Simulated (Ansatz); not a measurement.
Results of r²SCAN (Ansatz, an electronic-structure program, plane waves, PAW) for Rh (P6₃/mmc, No. 194, 4 atoms in the cell; start mp-1186916; another form than the element's usual one).

Settings: plane-wave cutoff 560 eV, 24×24×6 k mesh (along the axes of the cell as run), Fermi–Dirac smearing 0.05 eV, no spin polarisation, scalar-relativistic PAW data made under PBE.

Cell (relaxed at this level):

Rh is taken in the hexagonal space group P6₃/mmc (No. 194), Pearson symbol hP4. Lattice parameters: a = 2.6891 Å, b = 2.6891 Å, c = 8.7764 Å, α = 90.00°, β = 90.00°, γ = 120.00°. Rh1 on 2a is coordinated by 12 Rh at 2.688 Å (cuboctahedral). Rh2 on 2c has 12 Rh at 2.688 Å (anticuboctahedral). (Neighbours: up to the widest gap in distance over summed covalent radii, below 1.35, at either atom.)

Question: Predict the bulk modulus B0.

Answer: 
bulk modulus B0: 281 GPa

Note: the run has no spin polarisation, so it can have missed a magnetic state; the bulk modulus is −V dP/dV from two relaxed cells at ±2 % in volume; the relaxation could not lower the start's symmetry, so the cell can be a saddle point above a distorted one.

The computed numbers hold no vibrational or temperature effects.

A start named mp-… is a Materials Project structure, which need not be a measured phase.
